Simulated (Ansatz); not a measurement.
**Density of states at the Fermi level (states/eV per atom)**

Cell A: Mo (bcc, Im-3m), 1 atom in the cell; spin state with PBE: run without spin, k-point mesh 26×26×26 on the run's own vectors. Conventional cell: a = b = c = 3.1612 Å, α = β = γ = 90.00°.

Cell B: Ru (hcp, P6₃/mmc), 2 atoms in the cell; spin state with PBE: run without spin, k-point mesh 30×30×14 on the run's own vectors. Conventional cell: a = 2.722 Å, b = 2.722 Å, c = 4.294 Å, α = 90.00°, β = 90.00°, γ = 120.00°.

Cell C: Ir (fcc, Fm-3m), 1 atom in the cell; spin state with PBE: run without spin, k-point mesh 26×26×26 on the run's own vectors. Conventional cell: a = 3.8712 Å, b = 3.8712 Å, c = 3.8712 Å, α = 90.00°, β = 90.00°, γ = 90.00°.

Cell D: Cu (fcc, Fm-3m), 1 atom in the cell; spin state with PBE: run without spin, k-point mesh 28×28×28 on the run's own vectors. Conventional cell: a = b = c = 3.629 Å, α = β = γ = 90.00°.

Computed with Ansatz (plane waves, PAW), its PAW set soft_1, cutoff 420 eV, 500 eV for r2SCAN. The structures are at rest with PBE; other levels are single points on them. Neutral cells; Fermi-Dirac smearing of at most 0.10 eV in the solids, energies taken to zero width. The lattices are those relaxed with PBE, so at other levels the solids can be strained, which adds to the spread. The runs are scalar-relativistic, without spin-orbit coupling. A dispersion term ran beside these levels; it doesn't touch the electrons. Both spins, broadened by a Gaussian of 0.2 eV on the run's mesh.

| system | PBE | r2SCAN |
|---|---|---|
| A | 0.64 | … |
| B | 0.84 | 0.81 |
| C | 0.92 | 0.87 |
| D | 0.30 | 0.28 |

Q: Fill in the missing entries.

A: 
- A, r2SCAN: 0.57

Ansatz is an electronic-structure program.
